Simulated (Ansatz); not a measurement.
**Polar-o HfO2 (model structure)**

Level of theory: PBE-D3(BJ) (Ansatz, an electronic-structure program, PAW).

Run with plane-wave cutoff 500 eV, 6×6×6 k mesh, gaussian smearing 0.02 eV, scalar-relativistic PAW data made under PBE.

Cell (relaxed at this level):

```
CELL_PARAMETERS angstrom
      5.04464     0.00000     0.00000
      0.00000     5.07239     0.00000
      0.00000     0.00000     5.26149
ATOMIC_POSITIONS crystal
  Hf 0.26712 0.24796 0.03276
  Hf 0.73288 0.74796 0.96724
  Hf 0.73288 0.24796 0.53276
  Hf 0.26712 0.74796 0.46724
  O  0.07076 0.10932 0.36755
  O  0.92924 0.60932 0.63245
  O  0.92924 0.10932 0.86755
  O  0.07076 0.60932 0.13245
  O  0.53986 0.99872 0.23287
  O  0.46014 0.49872 0.76713
  O  0.46014 0.99872 0.73287
  O  0.53986 0.49872 0.26713
```

For polar-o HfO2 (model structure), the band gap comes out as 4.41 eV (on the SCF k mesh).

Note: the relaxation could raise the start's symmetry but not lower it, so the cell can be a saddle point.

Spin–orbit coupling is not included.

The computed numbers hold no vibrational or temperature effects.

A model structure was made by putting elements into a prototype or built by hand; it is no filed structure, need not be a known phase, and can be a saddle point held by its symmetry.
